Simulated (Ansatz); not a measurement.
Input:

```xyz
16
Lattice="3.9695 0.0000 0.0000 0.0000 4.0901 0.0000 0.0000 0.0000 34.2650" Properties=species:S:1:pos:R:3 pbc="T T T"
Sn     2.9771     2.3163     7.5270
S      0.9924     0.0820     7.8160
S      2.9771     2.1287    10.0980
Sn     0.9924     0.3275    10.3940
Sn     2.9771     3.7325    12.9635
S      0.9924     1.9578    13.2611
S      2.9771     4.0016    15.5554
Sn     0.9924     1.6845    15.8533
Sn     2.9771     2.4056    18.4117
S      0.9924     0.0885    18.7097
S      2.9771     2.1323    21.0039
Sn     0.9924     0.3577    21.3015
Sn     2.9771     3.7627    23.8710
S      0.9924     1.9615    24.1670
S      2.9771     4.0081    26.4490
Sn     0.9924     1.7738    26.7380
```

No spin polarisation.

All numbers come from PBEsol-D3(BJ), PAW, 420 eV (Ansatz, a quantum-chemistry and plane-wave program; spin-orbit coupling left out). k-mesh 8×8×1 (Γ-centred); smearing 0.05 eV (Fermi–Dirac). The cell is a slab with vacuum along z.

Task: Estimate the band gap.

Result: 0.55 eV.

Task: Predict the gap character.

Result: Indirect, Y₂–Γ (17 % along) → Γ.

Stability against distortions was not tested. The cell was made from SnS in the GeS type structure (space group Pnma, No. 62) by this change: a free-standing slab of 4 layers (16 atoms, 4 a layer) is cut normal to the stacking axis, with 15 Å of vacuum and the in-plane cell relaxed.
